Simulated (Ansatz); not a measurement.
TiO2: pressure −1 GPa

Base system: TiO2 in the rutile structure (space group P4_2/mnm, No. 136; a = 4.5912 Å, c = 2.9391 Å).

Perturbation: a negative pressure, −1 GPa.

The values are results of PBEsol (Ansatz, a quantum-chemistry and plane-wave program, PAW, scalar-relativistic without spin-orbit coupling), not measurements. k-mesh 7×7×11 (Γ-centred); smearing 0.05 eV (Fermi–Dirac).

| quantity | base | changed | shift |
|---|---|---|---|
| density | 4.28 g/cm³ | 4.26 g/cm³ | -0.02 g/cm³ |
| lattice parameter a | 4.591 Å | 4.600 Å | +0.009 Å |
| c/a ratio | 0.640 | 0.639 | -0.001 |
| shortest interatomic distance | 1.942 Å | 1.944 Å | +0.002 Å |
| enthalpy H = E + PV relative to the base's energy | – | -0.06 eV/atom | – |
| band gap | 1.87 eV | 1.87 eV | 0.00 eV |
| gap character | direct at Γ | direct at Γ | – |
| width of the top valence band | 1.65 eV | 1.64 eV | -0.01 eV |
| electron mass | 0.54 mₑ along c, 1.1 mₑ across (at Γ) | 0.54 mₑ along c, 1.1 mₑ across (at Γ) | – |
| valence-band top at Γ (three highest levels, from the VBM) | 0.00, -0.45, -0.45 eV | 0.00, -0.45, -0.45 eV | – |

Final structure:

```
TiO2
1.0
    4.59977     0.00000     0.00000
    0.00000     4.59977     0.00000
    0.00000     0.00000     2.94138
Ti O
2 4
Direct
  0.00000   0.00000   0.00000
  0.50000   0.50000   0.50000
  0.30461   0.30461   0.00000
  0.80461   0.19539   0.50000
  0.19539   0.80461   0.50000
  0.69539   0.69539   0.00000
```

Cost of the whole job for the changed cell (relaxation, final SCF and bands): about 50 core-seconds (a rough figure).

Load acts through the strain it causes; cell and atoms are relaxed under it. Effective masses come from finite differences of ±0.01 Å⁻¹. Whether these cells are dynamically stable was not tested. The final runs are not spin-polarised.
